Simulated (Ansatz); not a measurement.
## A computed series for Ti: response to strain

Take Ti in the hcp (Mg type) structure (space group P6_3/mmc, No. 194; a = 2.864 Å, c = 4.537 Å; relaxed with 0.1 eV smearing) as the base. Axes: x lies along a and z along c of the hexagonal cell.

Strains are applied to the cell and any free atomic positions relax.

Computed with plane-wave PAW DFT at the LDA level (Ansatz, a first-principles code, 420 eV), no spin-orbit coupling.

Notes on the quantities. energy relative to the base: free energy F.

| uniaxial strain ε_xx (%) | energy relative to the base (meV/atom) |
|---|---|
| 0 | 0.0 |
| 0.5 | ? |
| 1 | 0.8 |
| 1.5 | 1.9 |
| 2 | 3.3 |
| 2.5 | 5.0 |
| 3 | 7.2 |

Task: Fit ΔE = Aε² + Bε³ (ε in %) to the rows shown and predict the withheld row.

Result: Least squares on the printed values gives A = 0.858 and B = -0.020 meV/atom (largest residual 0.1 meV/atom); this predicts 0.2 meV/atom, and the run gives 0.2 meV/atom, in agreement.

Stability against distortions was not tested. All final runs are without spin polarisation.
